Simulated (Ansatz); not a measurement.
**A computed series for hypothetical diamond Re: response to strain**

Take Re in the diamond structure (space group Fd-3m, No. 227; a hypothetical phase, not in the database extracts checked; relaxed with 0.1 eV smearing) as the base.

```
Re
1.0
    0.00000     2.82600     2.82600
    2.82600     0.00000     2.82600
    2.82600     2.82600     0.00000
Re
2
Direct
  0.25000   0.25000   0.25000
  0.00000   0.00000   0.00000
```

Cartesian axes are those of the cell as printed.

Strains are applied to the cell and any free atomic positions relax; under biaxial strain the out-of-plane vector relaxes too.

The values are results of Ansatz (a first-principles code) PBE, without spin-orbit coupling, not measurements.

Notes on the quantities. energy relative to the base: free energy F; pressure: mean of the normal stresses, compression positive.

```json
[
 {"change": "base", "space group": "Fd-3m (No. 227)", "energy relative to the base": "0 meV/atom", "volume per atom": "22.57 Å³", "pressure": "0.0 GPa"},
 {"change": "biaxial strain +0.62 %, plane normal [001], relaxed out of plane", "space group": "I4_1/amd (No. 141)", "energy relative to the base": "+0.4 meV/atom", "volume per atom": "22.61 Å³", "pressure": "-0.4 GPa"},
 {"change": "biaxial strain −2.71 %, plane normal [110], relaxed out of plane", "space group": "Imma (No. 74)", "energy relative to the base": "-33 meV/atom", "volume per atom": "22.97 Å³", "pressure": "-5.0 GPa"},
 {"change": "biaxial strain +3.70 %, plane normal [110], relaxed out of plane", "space group": "Imma (No. 74)", "energy relative to the base": "-133 meV/atom", "volume per atom": "19.24 Å³", "pressure": "19.0 GPa"},
 {"change": "isotropic strain +2.99 %", "space group": "Fd-3m (No. 227)", "energy relative to the base": "+92 meV/atom", "volume per atom": "24.65 Å³", "pressure": "-13.0 GPa"},
 {"change": "isotropic strain +4.58 %", "space group": "Fd-3m (No. 227)", "energy relative to the base": "+0.204 eV/atom", "volume per atom": "25.81 Å³", "pressure": "-17.9 GPa"},
 {"change": "uniaxial strain ε_zz = −1.69 %", "space group": "I4_1/amd (No. 141)", "energy relative to the base": "+4.0 meV/atom", "volume per atom": "22.19 Å³", "pressure": "3.1 GPa"}
]
```

A biaxial case was relaxed in a doubled cell and then solved in the primitive one. Stability against distortions was not tested. The final runs are not spin-polarised. Under biaxial strain −2.71 %, plane normal [110], relaxed out of plane and biaxial strain +3.70 %, plane normal [110], relaxed out of plane the cell ends below the base's energy or with stress of the wrong sign: the atoms slid into a distortion or the cell is elastically unstable, so the base is not a stable minimum at this level.
